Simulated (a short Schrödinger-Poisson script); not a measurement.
Stack: MOS inversion layer, Al2O3 on p-type Si(100), at 300 K.

From the gate side: 5.9 nm Al2O3; 690 nm Si, acceptors 3.9e17 cm⁻³.

Constants are typed, rounded textbook-type inputs, not results; the design itself was drawn at random and stands for no fabricated device. Al2O3: permittivity 9, conduction-band edge (eV) 2.7, gap (eV) 6.8, electron mass (mₑ) 0.3. Si: permittivity 11.7, conduction-band edge (eV) 0, gap (eV) 1.124, Nv at 300 K (cm⁻³) 3.1e19.

Channel valleys (confinement mass, in-plane density-of-states mass, number): Δ2 0.916, 0.19, 2; Δ4 0.19, 0.417, 4. At the gate the conduction-band edge of layer 1 lies 2.94 eV − eVg above the Fermi level of the channel; the field vanishes at the back. Gaps are held at their typed values at every temperature. Mesh 0.03 nm at interfaces.

From a short Schrödinger-Poisson script (our own, NumPy): 1D Poisson equation in equilibrium, electrons quantum, Hartree (BenDaniel-Duke, 12 states a valley, the channel's in-plane mass for all, wave functions free to enter the dielectric), parabolic valleys, classical holes, full ionisation, no traps, pinning or gate leakage.

```tsv
Vg (V)	electrons (cm⁻²)	C (μF/cm²)	Δ2 E0 (meV from the Fermi level)	Δ4 E0 (meV from the Fermi level)
0.4	9.55e9	0.208	172.6	219.6
0.5	1.39e11	0.543	102.4	151.1
0.6	5.55e11	0.866	65.0	116.1
0.7	1.12e12	0.991	44.9	98.6
0.8	1.75e12	1.05	31.5	87.7
0.9	2.41e12	1.08	21.3	80.0
1	3.09e12	1.11	12.9	74.0
1.1	3.79e12	1.12	5.8	69.1
1.2	4.49e12	1.14	-0.6	64.9
1.3	5.20e12	1.15	-6.3	61.3
1.4	5.92e12	1.16	-11.6	58.1
1.5	6.64e12	1.16	-16.6	55.1
1.6	7.37e12	1.17	-21.2	52.4
1.7	8.10e12	1.17	-25.7	49.9
1.8	8.84e12	1.18	-29.9	47.5
1.9	9.57e12	1.18	-34.0	45.3
2	1.03e13	1.19	-37.9	43.2
```

Gate voltages with under 1e9 electrons/cm² are left out.

Task: At Vg = 2 V the lowest Δ2 subband lies at -37.9 meV from the Fermi level. How many electrons does it hold, and what share of all?

Result: The two-dimensional density of states is g m/(πħ²) = 1.59e11 cm⁻² meV⁻¹ (both spins), kT = 25.9 meV, so n = D kT ln(1 + exp(−E/kT)) = 6.87e12 cm⁻², 0.67 of the 1.03e13 cm⁻² in all.

Task: Compare the slope of the sheet density between 1.8 and 2 V with the geometric capacitance of the layers between gate and channel.

Result: q Δn/ΔV = 1.17 μF/cm²; ε0/Σ(t/ε) = 1.35 μF/cm². The ratio is 0.87: the channel acts as a further capacitance in series.
